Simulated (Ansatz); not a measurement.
```cif
data_AsBaPd
_chemical_formula_sum 'Ba1 As1 Pd1'
_space_group_name_H-M_alt 'P-6m2'
_space_group_IT_number 187
_space_group_name_Hall 'P -6 2'
_cell_length_a 4.31455
_cell_length_b 4.31455
_cell_length_c 4.69726
_cell_angle_alpha 90.000
_cell_angle_beta 90.000
_cell_angle_gamma 120.000
loop_
_atom_site_label
_atom_site_type_symbol
_atom_site_symmetry_multiplicity
_atom_site_Wyckoff_symbol
_atom_site_fract_x
_atom_site_fract_y
_atom_site_fract_z
_atom_site_occupancy
Ba1 Ba 1 a 0.00000 0.00000 0.00000 1
As1 As 1 f 0.66667 0.33333 0.50000 1
Pd1 Pd 1 d 0.33333 0.66667 0.50000 1
```

BaPdAs (P-6m2), PBEsol, DFPT electron-phonon coupling, linearised Boltzmann equation (plane waves, PAW, scalar-relativistic; Ansatz, a program for electronic structure): the phonon-limited resistivity at 300 K is 25.2 μΩ·cm (x, the basal plane), 25.2 μΩ·cm (y, the basal plane), 364 μΩ·cm (z, c). Third figures are kept for the arithmetic.

Task: Bound the resistivity of a random, dense polycrystal without boundary scattering, and give the anisotropy.

Result: Largest over smallest: 14.4. Upper bound, grains in series: (25.2 + 25.2 + 364)/3 = 138 μΩ·cm. Lower bound, grains side by side: 3/Σ(1/ρ) = 37 μΩ·cm. The best single-crystal direction lies 31 % under the lower bound.

Task: The current-weighted mean free path is 5.75 nm along x and 3.17 nm along z. How does ρ₀ℓ differ between these directions?

Result: x: 25.2 × 5.75 = 14.5×10⁻¹⁶ Ω·m²; z: 364 × 3.17 = 115×10⁻¹⁶ Ω·m², a ratio of 8.0. The size effect in a wire also hangs on the velocities towards its walls, so the isotropic formulas don't carry over to this crystal.

A metal at this level (no band gap). Only scattering by harmonic phonons is included (no impurities, grain boundaries, electron-electron scattering or thermal expansion). Spin-orbit coupling is left out. Values near or above 100 μΩ·cm, or paths under about 2 nm, lie near resistivity saturation, where the Boltzmann equation overshoots. The run warned that the eigensolver left some states short of its tolerance. Halving the electron mesh (24x24x20) moves the resistivity by up to 3 % at 300 K, the mean free path by up to 2 %. Smearing 0.20 eV; phonons on a 4x4x3 q mesh, which this run doesn't test.

Computed structure with no diffraction record at hand here (it may be known, metastable or hypothetical): BaPdAs (P-6m2).
